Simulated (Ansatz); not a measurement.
An Ansatz (a quantum-chemistry and plane-wave program) run: Pt with a change (Pt → Cu); Kohn–Sham DFT with the r2SCAN functional, run in Ansatz with PAW and 500 eV plane waves, spin-orbit coupling left out.

Input:

Ansatz 0.2 input:
```yaml
crystal:
  lattice:
    - [0, 1.7883772744, 1.7883772744]
    - [1.7883772744, 0, 1.7883772744]
    - [1.7883772744, 1.7883772744, 0]
  atoms:
    - { symbol: Cu, position: [0, 0, 0] }
basis: { ecutwfc: 500, ecutrho_ratio: 4, xc_grid: 4, fft_grid_basis: typed }
kpoints: { mp_grid: { grid: [22, 22, 22] } }
hamiltonian:
  xc: r2scan
  dispersion: none
  pseudopotentials: { kind: paw }
scf: { occupations: { method: fermi_dirac, width: 0.05 }, convergence: { dr2_threshold: 0.0000000001 } }
output: { forces: true, stress: true }
checkpoint: { write: state.ck, write_every: 1000 }
```

Output (explanatory and most iteration lines left out):

```
Pseudopotential: Cu, paw, valence charge 19
Crystal: 1 atoms, lattice volume = 11.440 Å³
Basis set: ecut = 500 eV, 283 PW (Γ), exchange–correlation on 80×80×80 points (64 copies of the dense FFT grid, shifted against one another)
Bands: 14, of which v1, the nominal top of the filled ones, is band 10 counted from 1 (9 counted from 0)
Symmetry: 48 space group operations
Space group: Fm-3m (ITA 225), of the structure as read, at distance tolerance 2.3e-5 Å
k-points: 328 of 10648
Functional: x = r2scan, c = r2scan; τ floored in thin density (d = 2e-4 eV/Å³)
SCF iter   1: F=—  HF=-6631.258657 eV  |F-HF|=—  |Δ(HF+E_count)|=         —  Δρ=4.05e-2  dr2=1.03e-1  dr2_τ=7.55e-4  ethr=1.77e-3  ⟨swp⟩=5.5  Hψ=23325  notcnv=0
SCF iter   2: F=—  HF=-6631.269737 eV  |F-HF|=—  |Δ(HF+E_count)|=   1.11e-2  Δρ=3.91e-2  dr2=9.35e-2  dr2_τ=1.10e-3  ethr=5.40e-4  ⟨swp⟩=3.1  Hψ=11014  notcnv=0  defer=100
SCF 1 converged in 8 iterations: F = -6631.240083 eV  dr2 = 2.59e-11
SCF converged after 8 iterations
Free energy (F): -6631.240083 eV
Internal energy: -6631.238167 eV  (E = F + TS)
E sigma→0 (E₀):  -6631.239125 eV
Entropy (-TS):   -0.001916 eV (-1.916 meV/atom)
Fermi energy:    17.256703 eV
--- Forces (eV/Å), atoms counted from 1 ---
  atom   1  Cu    -0.00000000    -0.00000000    -0.00000000
--- Stress (GPa, compression-positive) ---
        0.002076       0.000000       0.000000
        0.000000       0.002076      -0.000000
        0.000000      -0.000000       0.002076
  P = ⅓ Tr σ = 0.0021 GPa (0.021 kbar)
```

No phonon test of stability was made. All final runs are without spin polarisation. The cell was made from Pt by this change: Pt → Cu.
